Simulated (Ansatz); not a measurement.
## How the bulk modulus of TiAs (P6₃/mmc, No. 194) moves with the method

No measured value is used here.

| level (code) | value (GPa) | cell (Å³/atom) |
|---|---|---|
| LDA (Ansatz) | 138 | 16.32 |
| PBEsol (Ansatz) | 130 | 16.77 |
| PBEsol-D3(BJ) (Ansatz) | 142 | 16.10 |
| rVV10 (Ansatz) | 112 | 17.85 |
| r²SCAN (Ansatz) | … | 17.28 |

Task: What belongs in the gaps?

Result: 
- r²SCAN (Ansatz, a program for electronic structure), value (GPa): 126

The crystal itself was run without spin with LDA, PBEsol, PBEsol-D3(BJ), rVV10, r²SCAN; a magnetic state was not tried in these runs. Each level is taken at its own relaxed cell. Cutoffs differ between the levels. Ansatz's density-functional and Hartree–Fock values are scalar-relativistic unless marked +SOC, with PAW data made under PBE.
